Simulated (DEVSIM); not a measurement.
System: abrupt GaP p-n junction, at 300 K.

Layer 1 from the left is GaP, thickness (μm) 0.330, Na (cm⁻³) 5e17, τn (s) 7.7e-7, τp (s) 7.7e-7. Layer 2 from the left is GaP, thickness (μm) 0.360, Nd (cm⁻³) 4.4e14, τn (s) 7.7e-7, τp (s) 7.7e-7.

Left contact: ohmic. Right contact: ohmic. Voltage is applied to the left contact. Recombination: SRH at mid-gap, radiative, Auger. Mobility is μmin + (μ − μmin)/(1 + (N/Nref)^α).

Constants are typed, rounded textbook-type inputs, not results; the design itself was drawn at random and stands for no fabricated device. Values at 300 K.

GaP: gap (eV) 2.26, affinity (eV) 3.8, permittivity 11.1, Nc (cm⁻³) 1.8e19, Nv (cm⁻³) 1.9e19, μn (cm²/Vs) 250, μp (cm²/Vs) 150, μn,min 10, μp,min 10, Nref,n 4.4e18, Nref,p 1e18, αn 0.8, αp 0.85, B (cm³/s) 1e-13, Cn (cm⁶/s) 1e-30, Cp (cm⁶/s) 1e-30.

DEVSIM, 1D drift-diffusion, Boltzmann statistics, complete ionisation; no tunnelling, impact ionisation, image-force lowering or self-heating.

### Question
What does the simulation give for the potential step across the device at zero bias, the largest field in the device at zero bias, the dark forward voltage at 100 A/cm²?

### Answer
potential step across the device at zero bias 1.891 V; largest field in the device at zero bias 60000 V/cm; dark forward voltage at 100 A/cm² 1.794 V.
